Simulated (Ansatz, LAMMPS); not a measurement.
Ge well of 21 atomic layers along [001] in random Si0.3Ge0.7, interfaces graded over 4 layers. Cell 17.02 × 17.02 × 68.96 Å, Si134Ge730, 864 atoms. Prepared with LAMMPS with Tersoff's 1989 multicomponent potential (SiCGe.tersoff): minimisation. 

Basis: localised support functions (accuracy medium) on a full density matrix. k-points: zone centre alone; occupations: Fermi-Dirac, 0.010 eV; spin polarisation not allowed. Scalar-relativistic, no spin-orbit coupling.

Task: Predict the gap and bonding from PBE, support functions at accuracy medium on the grid of 370 eV (Ansatz, a quantum-chemistry and plane-wave program).

Result: 
- electronic character of the cell = no gap resolved at this smearing
- coordination (neighbours within 2.966 Å) = 100.0 % 4-fold
- Ge-Ge bonds, mean ± spread = 2.482 ± 0.006 Å
- Ge-Si bonds, mean ± spread = 2.437 ± 0.007 Å
- Si-Si bonds, mean ± spread = 2.390 ± 0.008 Å
- bond angles, mean ± spread = 109.5° ± 1.1°
- pressure = 0.43 GPa
